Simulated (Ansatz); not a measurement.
The reference is Cd in the hcp (Mg type) structure (space group P6_3/mmc, No. 194; a = 3.029 Å, c = 5.759 Å; relaxed with 0.1 eV smearing). Axes: x lies along a and z along c of the hexagonal cell.

Calculations: Ansatz (a first-principles code) PBE, spin-orbit coupling left out.

For the base:

```
Property    Value
--------  -------
Pressure  0.0 GPa
```

It is then changed as follows: the cell is compressed by 0.50 % along z with no lateral relaxation; the atoms relax in the strained cell.

### Question
What happens to the pressure?

### Answer
The pressure (mean of the normal stresses, compression positive) goes from zero to 0.2 GPa.

Whether these cells are dynamically stable was not tested.
